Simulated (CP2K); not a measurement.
CP2K run on ZrIn3 (P1, 4 atoms in the cell): self-consistent single point.

Method: PBEsol, GPW, DZVP-MOLOPT-SR-GTH basis, GTH-PBE potentials (GTH_POTENTIALS) run with CP2K 2026.2.

The change in words: atoms moved at random. Reference geometry:
```
ZrIn3
1.0
    5.83322     0.00000     0.00000
    2.66327     5.18974     0.00000
   -4.24824    -2.59487     3.04064
Zr In
1 3
Direct
  0.00000   0.00000   0.00000
  0.25000   0.75000   0.50000
  0.75000   0.25000   0.50000
  0.50000   0.50000   0.00000
```

Reference input (self-consistent single point, DFT PBEsol, GPW, DZVP-MOLOPT-SR-GTH basis, GTH-PBE potentials (GTH_POTENTIALS)): CUTOFF = 500 Ry; REL_CUTOFF = 40 Ry; SMEAR/METHOD = FERMI_DIRAC; ELECTRONIC_TEMPERATURE = 1160.45 K; KPOINTS/SCHEME = MONKHORST-PACK 7 7 7; XC_FUNCTIONAL = PBE:PBESOL; Zr/BASIS_SET = DZVP-MOLOPT-SR-GTH; Zr/POTENTIAL = GTH-PBE-q12; In/BASIS_SET = DZVP-MOLOPT-SR-GTH; In/POTENTIAL = GTH-PBE-q13; METHOD = GPW; EPS_DEFAULT = 1e-10. This run's input differs from it in these lines:

```diff
@@ -72,6 +72,6 @@
       SCALED
-      Zr       0.00000000     0.00000000     0.00000000
-      In       0.25000000     0.75000000     0.50000000
-      In       0.75000000     0.25000000     0.50000000
-      In       0.50000000     0.50000000     0.00000000
+      Zr      -0.00491200    -0.00052800    -0.00836000
+      In       0.25665000     0.75086100     0.51041800
+      In       0.74509200     0.24788600     0.49845200
+      In       0.50317000     0.50178100    -0.00050900
     &END COORD
```

Output (repeated stretches shortened):

```
 SCF WAVEFUNCTION OPTIMIZATION

  Step     Update method      Time    Convergence         Total energy    Change
     1 NoMix/Diag. 0.30E+00      -     1.75467487      -216.2454778930 -2.16E+02
     2 Broy./Diag. 0.30E+00      -     0.07404654      -217.0421750061 -7.97E-01
     3 Broy./Diag. 0.30E+00      -     0.05179740      -216.3055395216  7.37E-01
     4 Broy./Diag. 0.30E+00      -     0.02116094      -215.8008186026  5.05E-01
     5 Broy./Diag. 0.30E+00      -     0.00506813      -215.7261322040  7.47E-02
     6 Broy./Diag. 0.30E+00      -     0.00063140      -215.7518370395 -2.57E-02
   [... 4 lines left out ...]
    11 Broy./Diag. 0.30E+00      -     0.00000099      -215.7547921310 -4.28E-06
    12 Broy./Diag. 0.30E+00      -     0.00000063      -215.7547902231  1.91E-06
    13 Broy./Diag. 0.30E+00      -     0.00000028      -215.7547896229  6.00E-07
    14 Broy./Diag. 0.30E+00      -     0.00000003      -215.7547894755  1.47E-07
  *** SCF run converged in    14 steps ***

  Overlap energy of the core charge distribution:               0.00000000000260
  Self energy of the core charge distribution:               -356.28198490557935
  Core Hamiltonian energy:                                    103.15796665154525
  Hartree energy:                                              65.29805362191108
  Exchange-correlation energy:                                -27.92707812901682
  Electronic entropic energy:                                  -0.00174671436154
  Fermi energy:                                                 0.32532531066774

  Total energy:                                              -215.75478947552116
  Total energy (extrapolated to T->0):                       -215.75391611834038

                     Mulliken Population Analysis

   [... lines left out ...]

 STRESS| Analytical stress tensor [bar]
 STRESS|                        x                   y                   z
 STRESS|      x       -3.55000123256E+04   2.19295190937E+03  -1.14108808515E+03
 STRESS|      y        2.19295190937E+03  -3.43461617749E+04  -5.46317154246E+02
 STRESS|      z       -1.14108808515E+03  -5.46317154246E+02  -3.62238701482E+04
 STRESS| 1/3 Trace                                            -3.53566814162E+04
```

The run converged in 14 iterations. Against the reference run the free energy rises by 3.5 meV/atom, the pressure moves little (-3.63 to -3.54 GPa) and the largest force goes from 0.000 to 0.251 eV/Å.

The starting cell comes from a database of computed structures (which also holds hypothetical and non-ambient phases and stackings), without a prior relaxation at this level. Its lattice was rescaled by a random factor within 2.5 % of one. For this run, on top of that: atoms moved at random. Values carry the incompleteness of an atom-centred basis. The potentials were made for another functional than the one used. With a pressure of about -4 GPa the cell is away from its equilibrium volume at this level.

Cost on one core of a shared machine: roughly 3 min.
